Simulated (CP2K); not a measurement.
Band structure of Li3Mg (I4/mmm, 4 atoms in the cell).

```
Li3Mg
1.0
    5.25512     0.00000     0.00000
    1.71065     4.96890     0.00000
   -3.48289    -2.48445     3.05177
Li Mg
3 1
Direct
  0.50000   0.50000   0.00000
  0.25000   0.75000   0.50000
  0.75000   0.25000   0.50000
  0.00000   0.00000   0.00000
```

Level of theory: PBEsol, GPW, DZVP-MOLOPT-SR-GTH basis, GTH-PBE potentials (GTH_POTENTIALS) (CP2K).

Settings: CUTOFF = 1000 Ry; REL_CUTOFF = 50 Ry; SMEAR/METHOD = FERMI_DIRAC; ELECTRONIC_TEMPERATURE = 580.23 K; KPOINTS/SCHEME = MONKHORST-PACK 11 11 11; XC_FUNCTIONAL = PBE:PBESOL; Li/BASIS_SET = DZVP-MOLOPT-SR-GTH-q3; Li/POTENTIAL = GTH-PBE-q3; Mg/BASIS_SET = DZVP-MOLOPT-SR-GTH-q10; Mg/POTENTIAL = GTH-PBE-q10; METHOD = GPW; EPS_DEFAULT = 1e-10; EXTRAPOLATION = USE_GUESS; NGRIDS = 5.

The starting cell comes from a database of computed structures (which also holds hypothetical and non-ambient phases and stackings), without a prior relaxation at this level. Values carry the incompleteness of an atom-centred basis. The potentials were made for another functional than the one used.

Levels in eV from the Fermi level, bands 7 to 12:
```csv
point,7,8,9,10,11,12
Γ,-42.24,-4.79,1.34,3.50,3.50,3.98
X,-42.25,-1.81,-1.13,-0.59,-0.29,1.53
Y,-42.25,-2.07,-0.92,-0.91,-0.90,3.10
S,-42.25,-2.90,-1.65,-1.56,2.52,5.44
Z,-42.25,-3.58,-2.40,1.22,1.22,4.19
S1,-42.25,-2.90,-1.65,-1.56,2.52,5.44
N,-42.25,-3.13,-2.13,0.92,0.99,4.15
P,-42.25,-1.72,-0.92,-0.92,-0.67,3.00
Y1,-42.25,-2.07,-0.92,-0.91,-0.90,3.10
```

Bands cross the Fermi level along this path, so the cell is metallic at this level.

Higher empty bands are left out: an atom-centred basis made for the valence describes them poorly.
